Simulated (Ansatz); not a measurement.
Pressure series in HfS2

Take HfS₂ in the CdI2 type structure (space group P-3m1, No. 164; a = 3.6057 Å, c = 5.7676 Å; layered, stacked along the Cartesian z axis) as the base.

Cell and atoms are relaxed at each pressure.

Computed with PBE-D3(BJ), PAW, 420 eV (Ansatz, a first-principles code; spin-orbit coupling left out).

### Question
Only one of these keeps a band gap. Which?
A. pressure −1 GPa
B. pressure 18 GPa
C. pressure 60 GPa

### Answer
A, pressure −1 GPa. Computed: pressure 60 GPa: zero; pressure −1 GPa: 1.03 eV; pressure 18 GPa: zero

A case with no gap was solved on a k-mesh chosen for an insulator, which is coarse for it. With Hf present, leaving out spin-orbit coupling can change the band edges. Load acts through the strain it causes; cell and atoms are relaxed under it. Stability against distortions was not tested. No other phases were tried under pressure. All final runs are without spin polarisation. A zero or small gap of HfS2 under pressure 18 GPa can be the functional's error rather than a property of the material.
